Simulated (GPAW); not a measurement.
GPAW run on BP (F-43m, 2 atoms in the cell): self-consistent single point.

Method: revPBE-D3(0), GPAW PAW datasets revPBE (gpaw-data 1.0.1) (plane waves; GPAW).

```yaml
crystal:
  lattice:
    - [0.00000, 2.28828, 2.28828]
    - [2.28828, 0.00000, 2.28828]
    - [2.28828, 2.28828, 0.00000]
  atoms:
    - { symbol: B, position: [0.00000, 0.00000, 0.00000] }
    - { symbol: P, position: [0.25000, 0.25000, 0.25000] }
```

Reference input (self-consistent single point, DFT PBE, plane waves, GPAW PAW datasets PBE (gpaw-data 1.0.1)): mode = pw; ecut = 900 eV; xc = PBE; kpts = 6 6 6; mesh shift (steps) = 0 0 0; occupations.name = fixed-uniform; nbands = -4; convergence.density = 1e-05 e/electron; convergence.bands = -2; symmetry.symmorphic = false; symmetry.tolerance = 0.0005; maxiter = 120. This run's input differs from it in these lines:

```diff
@@ -1,3 +1,5 @@
 from ase import Atoms
+from ase.calculators.mixing import SumCalculator
 from ase.units import GPa
+from dftd3.ase import DFTD3
 from gpaw import GPAW
@@ -13,3 +15,3 @@
 calc = GPAW(mode={'name': 'pw', 'ecut': 900},
-            xc='PBE',
+            xc='revPBE',
             kpts={'size': (6, 6, 6), 'gamma': True},
@@ -21,3 +23,5 @@
 
-atoms.calc = calc
+disp = DFTD3(damping='d3zero', params_tweaks={'method': 'revpbe', 'atm': False})
+
+atoms.calc = SumCalculator([calc, disp])
```

Its files differ too (potentials: GPAW PAW datasets revPBE (gpaw-data 1.0.1)).

The program printed (abridged):

```
     iter     time        total  log10-change:
                         energy   eigst   dens
iter:   1 --:--:--   -12.749748   +0.94
iter:   2 --:--:--   -12.660612   -0.34  -0.72
iter:   3 --:--:--   -12.247908   -0.61  -0.76
iter:   4 --:--:--   -12.242509   -1.62  -1.18
iter:   5 --:--:--   -12.236227   -1.49  -1.30
iter:   6 --:--:--   -12.235421   -1.79  -1.72
iter:   7 --:--:--   -12.230582   -2.21  -1.70
iter:   8 --:--:--   -12.228636   -2.35  -2.07
iter:   9 --:--:--   -12.228640c  -2.94  -3.03
iter:  10 --:--:--   -12.228627c  -3.24  -2.94
iter:  11 --:--:--   -12.228617c  -3.61  -3.19
iter:  12 --:--:--   -12.228616c  -4.12  -3.73
iter:  13 --:--:--   -12.228616c  -4.69  -4.33
   [... 2 lines left out ...]
iter:  16 --:--:--   -12.228616c  -5.97  -4.41
iter:  17 --:--:--   -12.228616c  -6.24  -4.49
iter:  18 --:--:--   -12.228616c  -6.52  -4.53
iter:  19 --:--:--   -12.228616c  -6.91  -4.60
iter:  20 --:--:--   -12.228616c  -7.01  -5.43c
iter:  21 --:--:--   -12.228616c  -7.53c -5.85c
Converged after 21 iterations.

Dipole moment: (-3.558886, -3.558886, -3.558886) |e|*Ang

Energy contributions relative to reference atoms: (reference = -9976.168982)

Kinetic:        +11.816212
Potential:      -10.548853
External:        +0.000000
XC:             -13.474624
Entropy (-ST):   +0.000000
Local:           -0.021351
SIC:             +0.000000
--------------------------
Free energy:    -12.228616
Extrapolated:   -12.228616

Showing only first 2 kpts
 Kpt  Band  Eigenvalues  Occupancy
  0     2      7.97274    2.00000
  0     3      7.97274    2.00000
  0     4     11.33962    0.00000
  0     5     11.33962    0.00000

  1     2      6.27937    2.00000
  1     3      6.27937    2.00000
  1     4     10.41996    0.00000
  1     5     13.74628    0.00000

Fermi level: 8.66805

Gap: 1.391 eV
Transition (v -> c):
   [... lines left out ...]
Direct/indirect transitions are different
Direct gap: 3.367 eV
Transition at: (s=0, k=0, n=3, [0.00, 0.00, 0.00])
Energy (eV): -12.878561

Forces in eV/Ang:
  0 B     0.00000    0.00000    0.00000
  1 P     0.00000    0.00000    0.00000

Stress tensor:
     0.002746    -0.000000    -0.000000
    -0.000000     0.002746    -0.000000
    -0.000000    -0.000000     0.002746
Stress (GPa, Voigt): [ 4.3319  4.3319  4.3319  0.     -0.     -0.    ]
```

The run converged in 21 iterations. GPAW prints stress with tension positive. Against the reference run the gap on the mesh hardly changes (1.382 to 1.391 eV).

At such cutoffs GPAW's stress carries a finite-basis (Pulay) error, which enters relaxed cells too; its log prints stress with tension positive.

The starting cell comes from a database of computed structures (which also holds hypothetical and non-ambient phases and stackings), without a prior relaxation at this level. Its lattice was rescaled by a random factor within 2.5 % of one.
